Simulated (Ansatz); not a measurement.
MgS in the rock salt structure (space group Fm-3m, No. 225)

```
MgS
1.0
    0.00000     2.57757     2.57757
    2.57757     0.00000     2.57757
    2.57757     2.57757     0.00000
Mg S
1 1
Direct
  0.50000   0.50000   0.50000
  0.00000   0.00000   0.00000
```

Method: PBE-D3(BJ) (Ansatz, a first-principles code; PAW; 420 eV plane waves; no spin-orbit coupling). k-mesh 11×11×11 (Γ-centred); smearing 0.05 eV (Fermi–Dirac).

| Quantity | Value |
|---|---|
| Volume per atom | 17.13 Å³ |
| Density | 2.73 g/cm³ |
| Band gap | 2.85 eV, indirect, Γ → X |
| Electron mass | 0.53 mₑ along k, 0.29 mₑ across |
| Hole mass (degenerate bands, along [100]) | 0.26, 0.92, 0.92 mₑ |
| Lowest conduction-band minima above the VBM | X along ⟨100⟩ 2.85 eV; Γ 3.95 eV |
| Total energy | -1414.732 eV/atom (σ→0; compares only within this code and set-up) |

Effective masses come from finite differences of ±0.01 Å⁻¹. Along k means along the line from Γ to the band edge. No phonon test of stability was made. The base started in Pnma and relaxed to Fm-3m at this level.
